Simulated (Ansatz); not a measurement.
Base system: Hf in the hcp (Mg type) structure (space group P6_3/mmc, No. 194; a = 3.1983 Å, c = 5.0488 Å; relaxed with 0.1 eV smearing). Axes: x lies along a and z along c of the hexagonal cell.

Calculations: Kohn–Sham DFT with the r2SCAN functional, run in Ansatz (a program for electronic structure) with PAW and 500 eV plane waves, spin-orbit coupling left out.

It is then changed as follows: every lattice vector is shortened by 1.50 %; the atoms relax in the strained cell.

Question: Predict the stress tensor and what it implies for the stiffness.

Answer: Stress of the strained cell less that of the base (GPa, compression positive):
```
    5.3     0.0     0.0
    0.0     5.3     0.0
    0.0     0.0     5.5
```

Then B = −ΔP/(ΔV/V₀) with ΔV/V₀ = -0.0443 gives secant stiffness values (nonlinear terms included at this strain): B (at held cell shape, above the free-shape value) ≈ 121 GPa.

As a check, the harmonic strain energy −½ V₀ Δσ:ε is 17 meV/atom; the computed energy rise is 16 meV/atom.

Whether these cells are dynamically stable was not tested. All final runs are without spin polarisation.
